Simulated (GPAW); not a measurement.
Worked example: self-consistent single point of SnO (Pm, 4 atoms in the cell) in GPAW.

Method of the run: PBEsol, GPAW PAW datasets PBEsol (made by gpaw-setup) (plane waves; GPAW).

```xyz
4
Lattice="3.3718 0.0000 0.0000 0.0000 5.7025 0.0000 0.0000 0.0000 4.2431" Properties=species:S:1:pos:R:3 pbc="T T T"
Sn     0.0000     1.3225     2.2273
Sn     1.6859     4.3800     0.0558
O      0.0000     5.0823     3.1266
O      1.6859     0.6201     1.0050
```

Reference input (self-consistent single point, DFT PBEsol, plane waves, GPAW PAW datasets PBEsol (made by gpaw-setup)): mode = pw; ecut = 950 eV; xc = PBEsol; kpts = 3 2 2; mesh shift (steps) = 0 0 0; occupations.name = fixed-uniform; nbands = -6; convergence.bands = -4; symmetry.symmorphic = false; symmetry.tolerance = 0.0005; maxiter = 100. This run's input differs from it in these lines:

```diff
@@ -15,2 +15,3 @@
 calc = GPAW(mode={'name': 'pw', 'ecut': 950},
+            h=0.25,
             xc='PBEsol',
```

Log, with long lists cut:

```
Input parameters:
  convergence: {bands: -4}
  h: 0.25
  kpts: {gamma: True,
         size: (3, 2, 2)}
  maxiter: 100
  mode: {ecut: 950,
         name: pw}
  nbands: -6
  occupations: {name: fixed-uniform}
  symmetry: {symmorphic: False,
             tolerance: 0.0005}
  xc: PBEsol

species:
  Sn:
    name: Tin
    Z: 50.0
    valence: 14
    core: 36
    charge: 0.0
    file: Sn.PBEsol.gz

    # Using partial waves for Sn as LCAO basis

  O:
    name: Oxygen
    Z: 8.0
    valence: 6
    core: 2
    charge: 0.0
    file: O.PBEsol.gz

    # Using partial waves for O as LCAO basis

Reference energy: -339939.740564  # eV

Spin-paired calculation

Convergence criteria:
 Maximum [total energy] change in last 3 cyles: 0.0005 eV / valence electron
 Maximum integral of absolute [dens]ity change: 0.0001 electrons / valence electron
 Maximum integral of absolute [eigenst]ate change: 4e-08 eV^2 / valence electron
 Maximum number of scf [iter]ations: 100

Symmetries present (total): 2
Symmetries with fractional translations: 0
12 k-points: 3 x 2 x 2 Monkhorst-Pack grid + [0.000000,1/4,1/4]
8 k-points in the irreducible part of the Brillouin zone
       k-points in crystal coordinates                weights
   0:     0.00000000    0.00000000    0.00000000          1/12
   1:     0.00000000    0.00000000    0.50000000          1/12
   2:     0.00000000    0.50000000    0.00000000          1/12
   [... 5 lines left out ...]

Traceback (most recent call last):
   [... frames left out ...]
AssertionError
```

The program stopped before any SCF iteration. 

The starting cell comes from a database of computed structures (which also holds hypothetical and non-ambient phases and stackings), without a prior relaxation at this level. Its lattice was rescaled by up to half a per cent. One atom was moved a little off its site on purpose.
